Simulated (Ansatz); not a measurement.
Consider CaF₂ in the fluorite structure (space group Fm-3m, No. 225; a = 5.420 Å).

Computed with Ansatz (a quantum-chemistry and plane-wave program), PBEsol, PAW, cutoff 420 eV, no SOC.

One change was made to it. Results:

The shortest interatomic distance decreases by 0.013 Å to 2.334 Å; the density rises by 0.05 g/cm³ to 3.31 g/cm³.

Question: Which of these changes matches the shifts?
(A) pressure −1 GPa
(B) pressure 1.5 GPa
(C) pressure −2 GPa
(D) pressure 5 GPa
(E) pressure 3 GPa

Answer: B, pressure 1.5 GPa. For comparison, the shortest interatomic distance in the other runs: pressure 3 GPa gives 2.322 Å; pressure −1 GPa gives 2.356 Å; pressure −2 GPa gives 2.366 Å; pressure 5 GPa gives 2.307 Å.

Load acts through the strain it causes; cell and atoms are relaxed under it. Stability against distortions was not tested. No other phases were tried under pressure. The base started in Pca2_1 and relaxed to Fm-3m at this level.
